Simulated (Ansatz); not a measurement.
B₂O₃ (model structure, started from the Al2S3 type, Cc, No. 9, 10 atoms in the cell), treated with LDA (Ansatz, a quantum-chemistry and plane-wave program, plane waves, PAW).

Settings: plane-wave cutoff 520 eV, 10×10×8 k mesh (along the axes of the cell as run), Fermi–Dirac smearing 0.01 eV, scalar-relativistic PAW data made under PBE.

Cell (relaxed at this level):

```cif
data_B8O12
_chemical_formula_sum 'B8 O12'
_space_group_name_H-M_alt 'Cc'
_space_group_IT_number 9
_space_group_name_Hall 'C -2yc'
_cell_length_a 7.83079
_cell_length_b 4.45604
_cell_length_c 4.72345
_cell_angle_alpha 90.000
_cell_angle_beta 121.791
_cell_angle_gamma 90.000
loop_
_space_group_symop_operation_xyz
  'x, y, z'
  'x, -y, z+1/2'
  'x+1/2, y+1/2, z'
  'x+1/2, -y+1/2, z+1/2'
loop_
_atom_site_label
_atom_site_type_symbol
_atom_site_symmetry_multiplicity
_atom_site_Wyckoff_symbol
_atom_site_fract_x
_atom_site_fract_y
_atom_site_fract_z
_atom_site_occupancy
B1 B 4 a 0.08314 0.09644 0.50722 1
B2 B 4 a 0.24478 0.55966 0.49702 1
O1 O 4 a 0.17804 0.11921 0.88189 1
O2 O 4 a 0.37344 0.47638 0.36233 1
O3 O 4 a 0.07910 0.37491 0.37658 1
```
(The calculation used a cell of 10 atoms; values per cell refer to that cell.)

### Question
Give the computed band gap and smallest direct gap on the k points sampled.

### Answer

- band gap: 7.84 eV
- smallest direct gap on the k points sampled: 7.86 eV

Note: the relaxation could raise the start's symmetry but not lower it, so the cell can be a saddle point.

The computed numbers hold no vibrational or temperature effects.

It cost roughly 60 core-seconds of CPU time.

A model structure was made by putting elements into a prototype or built by hand; it is no filed structure, need not be a known phase, and can be a saddle point held by its symmetry.
